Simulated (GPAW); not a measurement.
Worked example: self-consistent single point of CuNi₃N (Pm-3m, 5 atoms in the cell) in GPAW.

Method: LDA (Perdew-Wang 92)+U, GPAW PAW datasets LDA (gpaw-data 1.0.1) (plane waves; GPAW).

```
CELL_PARAMETERS angstrom
      3.70213     0.00000     0.00000
      0.00000     3.70213     0.00000
      0.00000     0.00000     3.70213
ATOMIC_POSITIONS crystal
  Cu 0.00000 0.00000 0.00000
  Ni 0.00000 0.50000 0.50000
  Ni 0.50000 0.00000 0.50000
  Ni 0.50000 0.50000 0.00000
  N  0.50000 0.50000 0.50000
```
Moments meant for the start (each program seeds them in its own way; μB, in the order of the atoms Cu Ni Ni Ni N): 0.0 2.0 2.0 2.0 0.0.

Reference input (self-consistent single point, DFT LDA (Perdew-Wang 92), plane waves, GPAW PAW datasets LDA (gpaw-data 1.0.1)): spinpol = true; mode = pw; ecut = 900 eV; xc = LDA; kpts = 9 9 9; mesh shift (steps) = 0 0 0; occupations.name = fermi-dirac; occupations.width = 0.1 eV; nbands = -11; symmetry.symmorphic = false; symmetry.tolerance = 0.0005; maxiter = 100. This run's input differs from it in these lines:

```diff
@@ -20,2 +20,3 @@
             xc='LDA',
+            setups={'Cu': ':d,3.0'},
             kpts=(9, 9, 9),
```

Log, with long lists cut:

```
     iter     time        total  log10-change:  magmom
                         energy   eigst   dens
iter:   1 --:--:--   -40.895854                   +6.0037
iter:   2 --:--:--   -39.274887   -0.39  -1.56    +2.6719
iter:   3 --:--:--   -39.242716   -1.14  -1.66    +1.6106
iter:   4 --:--:--   -39.159496   -1.68  -1.76    +0.9665
iter:   5 --:--:--   -39.205911   -2.11  -2.00    +0.7968
iter:   6 --:--:--   -39.540996   -2.15  -2.29    +0.6110
iter:   7 --:--:--   -39.295592   -2.91  -2.55    +0.6156
iter:   8 --:--:--   -39.194427   -2.90  -2.71    +0.5356
iter:   9 --:--:--   -39.185474   -3.04  -2.82    +0.4176
iter:  10 --:--:--   -39.196719c  -3.46  -2.87    +0.1907
iter:  11 --:--:--   -39.193323c  -4.72  -3.21    +0.0204
iter:  12 --:--:--   -39.183536c  -4.01  -3.22    -0.0337
iter:  13 --:--:--   -39.183268c  -6.01  -3.26    -0.0325
iter:  14 --:--:--   -39.181857c  -4.67  -3.26    -0.0277
iter:  15 --:--:--   -39.180207c  -4.78  -3.38    -0.0235
iter:  16 --:--:--   -39.179856c  -5.19  -3.98    -0.0088
iter:  17 --:--:--   -39.179761c  -6.08  -4.09c   +0.0025
iter:  18 --:--:--   -39.179741c  -5.91  -4.24c   +0.0027
iter:  19 --:--:--   -39.179743c  -7.41c -4.35c   +0.0023
Converged after 19 iterations.

Dipole moment: (0.000000, 0.000000, 0.000000) |e|*Ang

Total magnetic moment: (0.000000, 0.000000, 0.002340)
Local magnetic moments:
   0 Cu ( 0.000000,  0.000000, -0.000035)
   1 Ni ( 0.000000,  0.000000,  0.000770)
   2 Ni ( 0.000000,  0.000000,  0.000770)
   3 Ni ( 0.000000,  0.000000,  0.000770)
   4 N  ( 0.000000,  0.000000,  0.000079)

Energy contributions relative to reference atoms: (reference = -170323.759101)

Kinetic:        +35.142914
Potential:      -28.024817
External:        +0.000000
XC:             -46.299841
Entropy (-ST):   -0.151256
Local:           +0.077629
SIC:             +0.000000
--------------------------
Free energy:    -39.255371
Extrapolated:   -39.179743

Spin contamination: 0.000114 electrons
Showing only first 2 kpts
                      Up                     Down
   [... lines left out ...]
Fermi level: 8.20377
No gap
   [... lines left out ...]
Energy (eV): -39.179743

Forces in eV/Ang:
  0 Cu    0.00000    0.00000    0.00000
  1 Ni    0.00000    0.00000    0.00000
  2 Ni   -0.00000    0.00000    0.00000
  3 Ni   -0.00000    0.00000    0.00000
  4 N     0.00000    0.00000    0.00000

Stress tensor:
     0.050259    -0.000000     0.000000
    -0.000000     0.050259     0.000000
     0.000000     0.000000     0.050259
Stress (GPa, Voigt): [ 8.0524  8.0524  8.0524  0.      0.     -0.    ]
```

The run converged in 19 iterations. GPAW prints stress with tension positive. 

At such cutoffs GPAW's stress carries a finite-basis (Pulay) error, which enters relaxed cells too; its log prints stress with tension positive.

The starting cell comes from a database of computed structures (which also holds hypothetical and non-ambient phases and stackings), without a prior relaxation at this level. The starting moments vanished: the run ended non-magnetic, which need not be the lowest state.

Cost on one core of a shared machine: roughly 4 min.
